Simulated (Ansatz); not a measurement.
Where the default PAW files enter, the runs use the earlier of Ansatz's two default sets.

Given:

```
O2Si
1.0
    4.91497     0.00000     0.00000
    0.00000     5.43130     0.00000
    2.45748     0.00000     4.25649
Si O
3 6
Cartesian
  3.60982   0.00000   2.26058
  1.15234   3.62087   1.99591
  2.61029   1.81043   0.00000
  3.54477   1.16833   1.14593
  2.15018   4.78920   2.49690
  1.67750   2.97876   0.61366
  4.60766   4.26297   1.75959
  4.13499   0.64210   3.64283
  6.00226   2.45254   3.11056
```

Space group of this cell: P3_121. The cell is taken as given; by PBEsol its mean pressure is 2.7 GPa.

Transport runs along the normal of the first two printed cell vectors, the (100) plane of the conventional cell.

The gap is the functional's own. No spin-orbit coupling. Mid-gap values are interpolated on the energy grid.

Task: State the band gap and the smallest decay constant κ at mid-gap according to PBEsol in Ansatz (an electronic-structure program).

Result: Gap 5.84 eV on a 8×6×8 mesh; κ = 0.482 1/Å, at the zone centre.
